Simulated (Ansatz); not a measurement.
Reference: monolayer ZrS2, PBE, rigid bands (plane waves, PAW, scalar-relativistic; Ansatz, an electronic-structure program); axes and stresses refer to this cell.

```xyz
3
Lattice="3.6855 0.0000 0.0000 -1.8428 3.1917 0.0000 0.0000 0.0000 18.9473" Properties=species:S:1:pos:R:3 pbc="T T T"
Zr     0.0000     0.0000     9.4737
S      0.0000     2.1278    10.9218
S      1.8428     1.0639     8.0255
```

electron conductivity mass: 0.53 mₑ
band gap: 1.20 eV
hole conductivity mass: 0.33 mₑ

| Change | electron conductivity mass | band gap | hole conductivity mass |
|---|---|---|---|
| biaxial strain +5 % with spin-orbit coupling | ? | 1.63 eV | ? |
| biaxial strain -1 % with spin-orbit coupling | ? | 1.05 eV | 0.32 mₑ |
| biaxial strain -2 % with spin-orbit coupling | 0.46 mₑ | ? | 0.31 mₑ |

### Question
Fill in the missing entries.

### Answer

- biaxial strain +5 % with spin-orbit coupling, electron conductivity mass: 0.79 mₑ
- biaxial strain +5 % with spin-orbit coupling, hole conductivity mass: 1.19 mₑ
- biaxial strain -1 % with spin-orbit coupling, electron conductivity mass: 0.50 mₑ
- biaxial strain -2 % with spin-orbit coupling, band gap: 0.92 eV

Masses are for dilute carriers at 300 K, harmonic means over directions unless an axis is named. Spin-orbit coupling is left out unless a row names it. The structure type is held under load, also where the real crystal would transform.

Model free-standing layer, not matched to a measured one here: monolayer ZrS2.
